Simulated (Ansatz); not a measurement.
ZrSe (model structure, started from the CsCl type, Pm-3m, No. 221, 2 atoms in the cell) was calculated with LDA (PAW; Ansatz, a first-principles code).

Settings: plane-wave cutoff 520 eV, 18×18×18 k mesh, Fermi–Dirac smearing 0.05 eV, scalar-relativistic PAW data made under PBE.

Cell (relaxed at this level):

```cif
data_SeZr
_chemical_formula_sum 'Zr1 Se1'
_space_group_name_H-M_alt 'P 1'
_space_group_IT_number 1
_cell_length_a 3.29037
_cell_length_b 3.29037
_cell_length_c 3.29037
_cell_angle_alpha 90.000
_cell_angle_beta 90.000
_cell_angle_gamma 90.000
loop_
_space_group_symop_operation_xyz
  'x, y, z'
loop_
_atom_site_label
_atom_site_type_symbol
_atom_site_fract_x
_atom_site_fract_y
_atom_site_fract_z
_atom_site_occupancy
Zr1 Zr 0.00000 0.00000 0.00000 1
Se1 Se 0.50000 0.50000 0.50000 1
```

Problem. Estimate the bulk modulus B0 that the calculation returns.

Solution. 
* **bulk modulus B0**: 143 GPa

The run finds no gap.

Note: the bulk modulus is −V dP/dV from two relaxed cells at ±2 % in volume; the relaxation could raise the start's symmetry but not lower it, so the cell can be a saddle point.

The result took about 26 core-seconds (a rough figure).

A model structure was made by putting elements into a prototype or built by hand; it is no filed structure, need not be a known phase, and can be a saddle point held by its symmetry.
